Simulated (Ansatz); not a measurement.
Consider AlN in the wurtzite structure (space group P6_3mc, No. 186; a = 3.1138 Å, c = 4.9836 Å).

All numbers come from PBEsol (Ansatz, an electronic-structure program; PAW; 420 eV plane waves; no spin-orbit coupling).

```
level   band gap  lattice parameter a  lattice parameter c
------  --------  -------------------  -------------------
PBEsol   4.09 eV              3.114 Å              4.984 Å
```

Measured: band gap 6.51 eV (static lattice; corrected from measurement; as listed in Martin Feneberg et al., Physical Review B (2010)); lattice parameter a 3.1113 Å (0 K or low temperature; as listed in arXiv:1206.3780); lattice parameter c 4.9793 Å (0 K or low temperature; as listed in arXiv:1206.3780).

Computed minus measured — band gap: PBEsol -2.42 eV; lattice parameter a: PBEsol +0.1 %; lattice parameter c: PBEsol +0.1 %. Measured values not marked as corrected hold thermal and zero-point effects that the static-lattice runs lack. A measured gap can be an optical one, lowered by exciton binding.

Stability against distortions was not tested.
